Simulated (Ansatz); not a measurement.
For SrHfN2 (model structure, started from the MgZrN2 type, I4₁/amd, No. 141, 8 atoms in the cell), LDA (PAW; Ansatz, a first-principles code) gives:

- equilibrium lattice constant a: 4.779 Å
- c axis length: 9.658 Å
- bulk modulus: 168 GPa
- cohesive energy: 6.74 eV/atom
- band gap: 0.00 eV

**Question.** What does r²SCAN (Ansatz, plane waves, PAW) give for the same quantities?

**Answer.** 
- lattice constant a: 4.866 Å (rises by 1.8 %)
- lattice parameter c: 9.789 Å (rises by 1.4 %)
- bulk modulus: 154 GPa (falls by 8.3 %)
- cohesive energy: 5.78 eV/atom (falls by 0.96 eV/atom)
- band gap: 0.32 eV (rises by 0.32 eV)

Changes are worked out from the printed values.

Unless a cell is named, each level is at its own relaxed cell (LDA 13.79, r²SCAN 14.49 Å³/atom).

Levels without +SOC leave out spin–orbit coupling, which shifts energies and cells of such heavy elements.

Levels without +SOC have no spin–orbit coupling; where heavier elements are present it shifts gaps, mostly down, and can invert bands. A gap of zero means that the bands touch or overlap. Density-functional gaps are differences of (generalised) Kohn–Sham levels.

Caveats: the bulk modulus is −V dP/dV from two relaxed cells at ±2 % in volume (LDA, r²SCAN). Ansatz's density-functional and Hartree–Fock values are scalar-relativistic unless marked +SOC, with PAW data made under PBE.

A model structure was made by putting elements into a prototype or built by hand; it is no filed structure, need not be a known phase, and can be a saddle point held by its symmetry.
